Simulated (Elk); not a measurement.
## Elk run on ZrTi2 (P6/mmm, 3 atoms in the cell): self-consistent single point

Computed with LDA (PW92), all-electron FP-LAPW, Elk's shipped species files, default APW+lo basis in Elk.

Input:

```
tasks
  0

swidth
  0.00367493

maxscl
  100

avec
    8.9278409155    0.0000000197    0.0000000000
   -4.4639204748    7.7317370239    0.0000000000
    0.0000000000    0.0000000000    5.6756979290

atoms
  2
  'Zr.in'
  1
  0.0000000000  0.0000000000  0.0000000000    0.0 0.0 0.0
  'Ti.in'
  2
  0.6666666667  0.3333333333  0.5000000000    0.0 0.0 0.0
  0.3333333333  0.6666666667  0.5000000000    0.0 0.0 0.0

ngridk
  8 8 11
```

Output (repeated stretches shortened):

```
│ Elk code version 10.2.4 │

All units are atomic (Hartree, Bohr, etc.)

│ Ground-state run starting from atomic densities │

Lattice vectors :
   8.927840915      0.1970000000E-07   0.000000000
  -4.463920475       7.731737024       0.000000000
   0.000000000       0.000000000       5.675697929

Unit cell volume      :    391.7804774
Brillouin zone volume :   0.6331357169

Muffin-tin inner radius fraction :   0.1000000000E-01

Nuclei treated as point charges

Species :    1 (Zr)
 parameters loaded from : Zr.in
 name : zirconium
 nuclear charge    :   -40.00000000
 electronic charge :    40.00000000
 atomic mass :    166291.1791
 muffin-tin radius :    2.600000000
 number of radial points in muffin-tin :    597
 atomic positions (lattice), magnetic fields (Cartesian) :
   1 :   0.00000000  0.00000000  0.00000000    0.00000000  0.00000000  0.00000000

Species :    2 (Ti)
 parameters loaded from : Ti.in
 name : titanium
 nuclear charge    :   -22.00000000
 electronic charge :    22.00000000
 atomic mass :    87256.20310
 muffin-tin radius :    2.400000000
 number of radial points in muffin-tin :    497
 atomic positions (lattice), magnetic fields (Cartesian) :
   1 :  -0.33333333  0.33333333  0.50000000    0.00000000  0.00000000  0.00000000
   2 :   0.33333333 -0.33333333  0.50000000    0.00000000  0.00000000  0.00000000

Total number of atoms per unit cell :    3

Spin treatment :
 spin-unpolarised

Number of Bravais lattice symmetries :   24
Number of crystal symmetries         :   24
Crystal has inversion symmetry
Real symmetric eigensolver will be used

k-point grid :      8     8    11
k-point offset :    0.000000000       0.000000000       0.000000000
k-point set is reduced with full crystal symmetry group
Total number of k-points :       60

Muffin-tin radius times maximum |G+k| :    7.000000000
 using average radius
Maximum |G+k| for APW functions       :    2.837837838
Maximum (1/2)|G+k|²                   :    4.026661797
Maximum |G| for potential and density :    12.00000000
 potential will be trimmed for |G| > 2 gkmax
Constant for pseudocharge density :    8
Radial integration step length :    4

G-vector grid sizes :     35    35    24
Number of G-vectors :    11445

Maximum angular momentum used for
 APW functions                      :    8
 outer part of muffin-tin           :    6
 inner part of muffin-tin           :    1

Total nuclear charge    :   -84.00000000
Total core charge       :    48.00000000
Total valence charge    :    36.00000000
Total excess charge     :    0.000000000
Total electronic charge :    84.00000000

Effective Wigner radius, rₛ :    1.036473729

Number of empty states         :   12
Total number of valence states :   30
Total number of core states    :   48

Total number of local-orbitals :   39

Exchange-correlation functional :      3     0     0
 Perdew-Wang/Ceperley-Alder, Phys. Rev. B 45, 13244 (1992)
 gradient requirement :    0
 local density approximation (LDA)

Smearing type :    3
 Fermi-Dirac
Smearing width :   0.3674930000E-02
Effective electronic temperature (K) :    1160.451112

Mixing type :    3
 Broyden mixing, J. Phys. A: Math. Gen. 17, L317 (1984)

Kohn-Sham potential initialised from atomic data

│ Self-consistent loop started │
│ Loop number : 1 │
 total energy                :     -5297.98542246
│ Loop number : 2 │
 total energy                :     -5298.07673508
RMS change in Kohn-Sham potential (target) :   0.7255089377E-01 (  0.1000000000E-05)
Absolute change in total energy (target)   :   0.9131261813E-01 (  0.1000000000E-03)
│ Loop number : 3 │
 total energy                :     -5298.33748386
RMS change in Kohn-Sham potential (target) :   0.6926621157E-01 (  0.1000000000E-05)
Absolute change in total energy (target)   :   0.2835769313     (  0.1000000000E-03)
│ Loop number : 4 │
 total energy                :     -5298.99921480
RMS change in Kohn-Sham potential (target) :   0.4858936421E-01 (  0.1000000000E-05)
Absolute change in total energy (target)   :   0.7326251733     (  0.1000000000E-03)
│ Loop number : 5 │
 total energy                :     -5299.22093845
RMS change in Kohn-Sham potential (target) :   0.4058430495E-01 (  0.1000000000E-05)
Absolute change in total energy (target)   :   0.4048799497     (  0.1000000000E-03)
│ Loop number : 6 │
 total energy                :     -5299.33799177
RMS change in Kohn-Sham potential (target) :   0.2732012166E-01 (  0.1000000000E-05)
Absolute change in total energy (target)   :   0.2182733029     (  0.1000000000E-03)
│ Loop number : 7 │
 total energy                :     -5299.58336034
RMS change in Kohn-Sham potential (target) :   0.3907199788E-02 (  0.1000000000E-05)
Absolute change in total energy (target)   :   0.2999368966     (  0.1000000000E-03)
│ Loop number : 8 │
 total energy                :     -5299.38083023
RMS change in Kohn-Sham potential (target) :   0.5928695715E-03 (  0.1000000000E-05)
Absolute change in total energy (target)   :   0.1275458880     (  0.1000000000E-03)
│ Loop number : 9 │
 total energy                :     -5299.34482617
RMS change in Kohn-Sham potential (target) :   0.7761798435E-03 (  0.1000000000E-05)
Absolute change in total energy (target)   :   0.6789052590E-01 (  0.1000000000E-03)
│ Loop number : 10 │
 total energy                :     -5299.31626258
RMS change in Kohn-Sham potential (target) :   0.1369978702E-03 (  0.1000000000E-05)
Absolute change in total energy (target)   :   0.4553622367E-01 (  0.1000000000E-03)
│ Loop number : 11 │
 total energy                :     -5299.31373005
RMS change in Kohn-Sham potential (target) :   0.5195700859E-04 (  0.1000000000E-05)
Absolute change in total energy (target)   :   0.1391658329E-01 (  0.1000000000E-03)
│ Loop number : 12 │
 total energy                :     -5299.31386022
RMS change in Kohn-Sham potential (target) :   0.2093761765E-04 (  0.1000000000E-05)
Absolute change in total energy (target)   :   0.3348973851E-02 (  0.1000000000E-03)
│ Loop number : 13 │
 total energy                :     -5299.31425136
RMS change in Kohn-Sham potential (target) :   0.6736233548E-06 (  0.1000000000E-05)
Absolute change in total energy (target)   :   0.4461036433E-03 (  0.1000000000E-03)
│ Loop number : 14 │
 total energy                :     -5299.31421328
RMS change in Kohn-Sham potential (target) :   0.7742103827E-06 (  0.1000000000E-05)
Absolute change in total energy (target)   :   0.1496085533E-03 (  0.1000000000E-03)
│ Loop number : 15 │
 total energy                :     -5299.31420350
RMS change in Kohn-Sham potential (target) :   0.3377577178E-06 (  0.1000000000E-05)
Absolute change in total energy (target)   :   0.4718604578E-04 (  0.1000000000E-03)
Convergence targets achieved

│ Loop number : 16 │

Energies :
 Fermi                       :     0.290216990878
 sum of eigenvalues          :     -3123.87637624
 electron kinetic            :      5432.80876231
 core electron kinetic       :      5225.09303454
 Coulomb                     :     -10541.0861048
 Coulomb potential           :     -8303.68142655
 nuclear-nuclear             :     -571.154623421
 electron-nuclear            :     -11636.1815363
 Hartree                     :      1666.25005485
 Madelung                    :     -6389.24539155
 xc potential                :     -253.003712003
 exchange                    :     -183.740276657
 correlation                 :     -7.29232699156
 electron entropic           :    -0.426670054771E-02
 total energy                :     -5299.31421286

Density of states at Fermi energy :    95.03384028
 (states/Hartree/unit cell)

Estimated indirect band gap :   0.1662145772E-02
 from k-point     49 to k-point     25
Estimated direct band gap   :   0.2346452608E-02
 at k-point     30

Charges :
 core                        :    48.00000000
 valence                     :    36.00000000
 interstitial                :    5.280920759
 muffin-tins (core leakage)
  species :    1 (Zr)
   atom    1                 :    37.98136725     (  0.2892419928E-05)
  species :    2 (Ti)
   atom    1                 :    20.36885600     (  0.5473328457E-09)
   atom    2                 :    20.36885600     (  0.5473328457E-09)
 total in muffin-tins        :    78.71907924
 total calculated charge     :    84.01309660
 total charge                :    84.00000000
 error                       :   0.1309659522E-01

│ Self-consistent loop stopped │
```

The run converged in 16 iterations. The count includes the last loop, which Elk runs after its targets are met.

The starting cell comes from a database of computed structures (which also holds hypothetical and non-ambient phases and stackings), without a prior relaxation at this level. Spin polarisation is off. Values depend on the basis (sphere radii, cutoffs, local orbitals), which need not be converged. The log's line on a gap gives a spacing of levels on this mesh, which the program prints for metals too.
